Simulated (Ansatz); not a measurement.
GaAs under load (space group I-4m2), Ansatz (a quantum-chemistry and plane-wave program) with r2SCAN with spin-orbit coupling, rigid bands. Condition of this run: biaxial stress xx = yy = 2 GPa (compression positive) (the target of the relaxation). Band gap 0.94 eV, N_c = 3.81e17 cm⁻³ and N_v = 3.63e18 cm⁻³ at 300 K, conductivity masses along x (a = (0.00, 2.79, 2.87) Å; b = (2.79, 0.00, 2.87) Å; c = (2.79, 2.79, 0.00) Å) of 0.0630 mₑ (electrons) and 0.283 mₑ (holes). Take k_BT = 0.02585 eV.

Task: What thermal injection velocity √(2k_BT/πm) limits a ballistic channel along the direction named?

Result: 2.14e7 cm/s for electrons and 1.01e7 cm/s for holes, a ratio of √(m_h/m_e) = 2.12, for dilute carriers.

Task: Find the intrinsic carrier density and the intrinsic Fermi level.

Result: n_i = √(N_c N_v) exp(−E_g/2k_BT) = 1.18e18 × exp(−18.18) = 1.5e10 cm⁻³. The level lies (k_BT/2) ln(N_v/N_c) = 29 meV from mid-gap (positive towards the conduction band). Each 0.1 eV added to the gap lowers n_i by a factor of 6.9.

Task: What built-in voltage has an abrupt junction with N_A = 1e17 and N_D = 1e17 cm⁻³, all dopants ionised?

Result: V_bi = E_g/e − (k_BT/e) ln(N_c N_v/(N_A N_D)) = 0.94 − 0.02585 × 4.93 = 0.81 V, for the computed gap.

Rigid bands with the computed gap; masses take one relaxation time for all states.
